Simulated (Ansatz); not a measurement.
# HgTe under a change: pressure 10 GPa

Start from HgTe in the zinc blende structure (space group F-43m, No. 216; a = 6.510 Å).

Now apply this change: a hydrostatic pressure of 10 GPa.

All numbers come from plane-wave PAW DFT at the PBEsol level (Ansatz, a program for electronic structure, 420 eV), without spin-orbit coupling. Γ-centred 9×9×9 mesh, Fermi–Dirac width 0.05 eV.

The density rises by 1.355 g/cm³ to 9.26 g/cm³ and the shortest interatomic distance falls by 0.145 Å to 2.674 Å. The enthalpy H = E + PV relative to the base's energy comes out as +1.97 eV/atom and the band gap stays zero.

Final structure:

```
CELL_PARAMETERS angstrom
      0.00000     3.08764     3.08764
      3.08764     0.00000     3.08764
      3.08764     3.08764     0.00000
ATOMIC_POSITIONS crystal
  Te 0.75000 0.75000 0.75000
  Hg 0.00000 0.00000 0.00000
```

A case with no gap was solved on a k-mesh chosen for an insulator, which is coarse for it. With Hg and Te present, leaving out spin-orbit coupling can change the band edges. Load acts through the strain it causes; cell and atoms are relaxed under it. No phonon test of stability was made. Tetrahedral semiconductors of this kind turn to denser phases somewhere between about 1 and 50 GPa; those were not computed, so compressed cells here can lie past the real transition. The final runs are not spin-polarised. The zero or small gap of HgTe can change with the level of theory.
